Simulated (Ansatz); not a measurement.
Levels about the gap of amorphous Si₄₈O₄₈ (96 atoms in a cell of 1621 Å³, 2.17 g/cm³; zone centre alone, so wide bands show as single levels with stretches between that a denser mesh fills), at the geometry that PBE relaxed, where it gives -0.4 GPa on a denser mesh. The participation number counts the atoms over which a state spreads; weights are charges in smoothed Voronoi cells. The levels come from a single point, so bond lengths are those of that geometry. Method of the levels: PBE, scalar-relativistic without spin-orbit coupling (Ansatz, a program for electronic structure). Sampling: the zone centre alone; Fermi-Dirac width 0.02 eV; no spin polarisation. The usual formal charges leave 96 electrons over, so the level spacing at the Fermi energy parts defect or band states and needn't be the band gap. At PBE the levels at both edges of the gap are localised (band-tail or defect states), and the nearest spread-out levels lie 1.4 eV apart at the zone centre.

The cell was made by melting and quenching with the CHGNet potential and then relaxed with DFT. O atoms were pushed apart under 1.9 Å during the dynamics, to hinder bonds among them. The hot cell started wider than the set density and was brought back towards it in steps. It is the lowest in DFT energy of 8 quenches. It is a model cell: composition and starting density were chosen by hand, and all elements were melted together. No dispersion term was used. Its density started from a set value of 2.17 and ended at 2.17 g/cm³. Cooling (nominally 100 K/ps over its main leg) ran many orders faster than in experiment, which tends to leave more defects and strain. Values belong to this one cell and scatter from quench to quench. The volume was held where the preparation left it and the shape relaxed, at a PBE pressure of -0.4 GPa (tension). Stress components on the final sampling reach 0.6 GPa. On a 2×2×2 Γ-centred mesh force components of up to 0.23 eV/Å stay, since the relaxation ran on the zone centre alone. Cycles of charging lowered its energy after that relaxation.

| E - E(highest filled), eV | filling | participation number | largest on | weight Si | weight O |
|---|---|---|---|---|---|
| -1.15 | filled | 19.4 | Si, 3 neighbours | 0.80 | 0.20 |
| -0.93 | filled | 10.6 | Si, 4 neighbours | 0.84 | 0.16 |
| -0.67 | filled | 11.2 | Si, 3 neighbours | 0.87 | 0.13 |
| -0.46 | filled | 12.4 | Si, 3 neighbours | 0.84 | 0.16 |
| -0.22 | filled | 17.1 | Si, 3 neighbours | 0.78 | 0.22 |
| -0.06 | filled | 20.3 | Si, 3 neighbours | 0.78 | 0.22 |
| 0.00 | filled | 11.3 | Si, 3 neighbours | 0.85 | 0.15 |
| 0.83 | empty | 9.2 | Si, 3 neighbours | 0.84 | 0.16 |
| 1.26 | empty | 13.9 | Si, 3 neighbours | 0.77 | 0.23 |
| 1.33 | empty | 22.9 | Si, 3 neighbours | 0.82 | 0.18 |
| 1.54 | empty | 29.5 | Si, 4 neighbours | 0.82 | 0.18 |
| 1.62 | empty | 28.7 | Si, 4 neighbours | 0.82 | 0.18 |
| 1.72 | empty | 26.5 | Si, 4 neighbours | 0.79 | 0.21 |
| 1.84 | empty | 28.1 | Si, 4 neighbours | 0.81 | 0.19 |

Most localised among these is the empty level at +0.83 eV, on a Si atom, which has 3 neighbours (Si 2.26 Å, Si 2.32 Å, Si 2.40 Å).
